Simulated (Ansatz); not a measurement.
# MoS2 under a change: isotropic strain −1.20 %

Consider MoS2 (space group P6_3/mmc, No. 194; a = 3.149 Å, c = 12.089 Å; layered, stacked along the Cartesian z axis).

Perturbation: the cell is scaled by 0.9880 in all directions; the atoms relax in the strained cell.

Computed with Ansatz (a first-principles code) PBE-D3(BJ), no spin-orbit coupling. k-mesh 12×12×3 (Γ-centred); smearing 0.05 eV (Fermi–Dirac).

* **Volume per atom**: 16.69 Å³ (base 17.31 Å³)
* **Space group**: P6_3/mmc (No. 194) (base P6_3/mmc (No. 194))
* **Shortest interatomic distance**: 2.390 Å (base 2.400 Å)
* **Energy relative to the base (free energy F)**: +5.5 meV/atom
* **Pressure (mean of the normal stresses, compression positive)**: 2.94 GPa (base 0.00 GPa)
* **Band gap**: 0.70 eV (base 0.77 eV)
* **Gap character**: indirect, Γ → K–Γ (44 % along) (base indirect, Γ → K–Γ (44 % along))
* **Smallest direct gap**: 1.82 eV (base 1.70 eV)
* **Mean gap deformation potential ΔEg/Δln V**: +2.1 eV
* **Width of the top valence band**: 1.73 eV (base 1.69 eV)
* **Hole mass**: 1.0 mₑ along c, 0.61 mₑ across (at Γ) (base 1.0 mₑ along c, 0.61 mₑ across (at Γ))
* **Valence-band top at Γ (three highest levels, from the VBM)**: 0.00, -1.05, -1.45 eV (base 0.00, -1.11, -1.29 eV)
* **Largest internal atomic displacement**: 0.029 Å

Masses are band curvatures over ±0.01 Å⁻¹ around the edge. Whether these cells are dynamically stable was not tested.
